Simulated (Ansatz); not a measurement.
An Ansatz (a quantum-chemistry and plane-wave program) input (r2SCAN/PAW in Ansatz, no spin-orbit coupling):

Ansatz 0.2 input:
```yaml
crystal:
  lattice:
    - [4.9141000996, 0, 0]
    - [0, 4.9141000996, 0]
    - [0, 0, 3.0798928212]
  atoms:
    - { symbol: Ti, position: [0, 0, 0] }
    - { symbol: Ti, position: [0.5, 0.5, 0.5] }
    - { symbol: C, position: [0.2950806845, 0.2950806845, 0] }
    - { symbol: C, position: [0.7950806845, 0.2049193155, 0.5] }
    - { symbol: C, position: [0.2049193155, 0.7950806845, 0.5] }
    - { symbol: C, position: [0.7049193155, 0.7049193155, 0] }
basis: { ecutwfc: 500, ecutrho_ratio: 4, xc_grid: 4, fft_grid_basis: typed }
kpoints: { mp_grid: { grid: [10, 10, 15] } }
hamiltonian:
  xc: r2scan
  dispersion: none
  pseudopotentials: { kind: paw }
scf: { occupations: { method: fermi_dirac, width: 0.05 }, convergence: { dr2_threshold: 0.0000000006 } }
output: { forces: true, stress: true }
checkpoint: { write: state.ck, write_every: 1000 }
```

**Question.** Which symmetry and how many k-points will the program report, and about how many plane waves at Γ?

**Answer.** Space group P42/mnm (ITA 136) with 16 operations, k-points 168 of 1500, and 1867 plane waves at Γ.

**Question.** And the final pressure?

**Answer.** 4.64 GPa (compression positive).

Single points use the geometry relaxed with PBEsol. Whether these cells are dynamically stable was not tested. The final runs are not spin-polarised. The cell was made from TiO2 by this change: O → C; the result is a hypothetical phase, not in the database extracts checked. TiC2 has a high density of states at the Fermi level and may be magnetic at this level.
